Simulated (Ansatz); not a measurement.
Amorphous Si$_{54}$O$_{48}$N$_{40}$, 142 atoms at 2.75 g/cm³, one PBE-relaxed geometry, zone centre. Methods: PBE, scalar-relativistic without spin-orbit coupling (Ansatz, an electronic-structure program); r2SCAN, scalar-relativistic without spin-orbit coupling (Ansatz). Plane waves to 420 eV (r2SCAN 500 eV). In the spin-polarised cell the level spacing at the Fermi energy can part levels of unlike spin. At PBE the levels at both edges of the gap are localised (band-tail or defect states), and the nearest spread-out levels lie 4.0 eV apart at the zone centre.

A CHGNet melt-quench gave the starting glass, which DFT then relaxed. O and N atoms were pushed apart under 1.9 Å during the dynamics, to hinder bonds among them. The hot cell started wider than the set density and was brought back towards it in steps. It is the lowest in DFT energy of 4 quenches. It is a model cell: composition and starting density were chosen by hand, and all elements were melted together. No dispersion term was used. A short ab initio anneal came between quench and relaxation. Its density started from a set value of 2.75 and ended at 2.75 g/cm³. Cooling (nominally 300 K/ps over its main leg) ran many orders faster than in experiment, which tends to leave more defects and strain. One small periodic cell is one sample of the glass; other quenches scatter about these values. The volume was held where the preparation left it and the shape relaxed, at a PBE pressure of 3.4 GPa. Stress components on the final sampling reach 3.4 GPa.

The relaxation ran on the zone centre alone. At PBE the level spacing at the Fermi energy is 1.06 eV on a 2×2×2 Γ-centred mesh, and the spacing at the zone centre alone 1.11 eV.

Q: What zone-centre spacing does r2SCAN give, roughly?

A: 1.83 eV (+0.72 eV against PBE).

The highest filled and the lowest empty state spread over these numbers of atoms (participation numbers): PBE: 3.7 and 2.9; r2SCAN: 3.7 and 2.8.
